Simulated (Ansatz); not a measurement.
Take BN in the h-BN type structure (space group P6_3/mmc, No. 194; a = 2.506 Å, c = 6.616 Å; layered, stacked along the Cartesian z axis) as the base.

(Cell as relaxed with PBE-D3(BJ).)

Levels (all Ansatz, a first-principles code, PAW, earlier PAW set): PBE-D3(BJ) (420 eV, no spin-orbit coupling); r2SCAN+rVV10 (500 eV, scalar-relativistic without spin-orbit coupling).

Each level relaxes its own structure.

| quantity | PBE-D3(BJ) | r2SCAN+rVV10 |
|---|---|---|
| volume per atom | 8.99 Å³ | 8.83 Å³ |
| lattice parameter a | 2.506 Å | 2.500 Å |
| lattice parameter c | 6.616 Å | 6.525 Å |
| band gap | 4.24 eV | 4.74 eV |
| gap character | indirect, k = (0.267, 1/3, 0) in the run's primitive reciprocal basis → M | indirect, k = (0.267, 1/3, 0) in the run's primitive reciprocal basis → M |

PBE-D3(BJ)'s volume per atom lies 0.166 Å³ above r2SCAN+rVV10's (1.9 %); PBE-D3(BJ)'s lattice parameter a lies 0.006 Å above r2SCAN+rVV10's (0.2 %); PBE-D3(BJ)'s lattice parameter c lies 0.091 Å above r2SCAN+rVV10's (1.4 %); PBE-D3(BJ)'s band gap lies 0.50 eV below r2SCAN+rVV10's; the two agree on the gap character. Neither level is exact; r2SCAN+rVV10 is the comparison here, not a measurement.

Stability against distortions was not tested.
